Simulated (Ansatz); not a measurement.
# Element substitutions in HfO2

Take HfO$_{2}$ (space group Pca2_1, No. 29; a = 5.228 Å, b = 5.017 Å, c = 5.042 Å) as the base.

Each row replaces one element on all its sites; cell and atoms are relaxed.

Level of theory: PBEsol in Ansatz (plane waves to 420 eV, PAW, no spin-orbit coupling).

```
variant  band gap  shortest interatomic distance       space group      density
-------  --------  -----------------------------  ----------------  -----------
base      4.36 eV                        2.030 Å   Pca2_1 (No. 29)  10.57 g/cm³
O → Cl       zero                        2.519 Å     Pbcn (No. 60)   6.59 g/cm³
Hf → Mg      zero                        1.900 Å  I4/mmm (No. 139)   3.33 g/cm³
Hf → W    0.13 eV                        2.004 Å   Cmc2_1 (No. 36)  10.96 g/cm³
```

With Hf and W present, leaving out spin-orbit coupling can change the band edges. Whether these cells are dynamically stable was not tested. As relaxed here, HfCl2, MgO2 and WO2 are hypothetical phases, not in the database extracts checked. The final runs are not spin-polarised. This is not the structure that HfO2 has at room temperature and ambient pressure. A zero or small gap of HfCl2 and WO2 can be the functional's error rather than a property of the material.

Ansatz is a program for electronic structure.
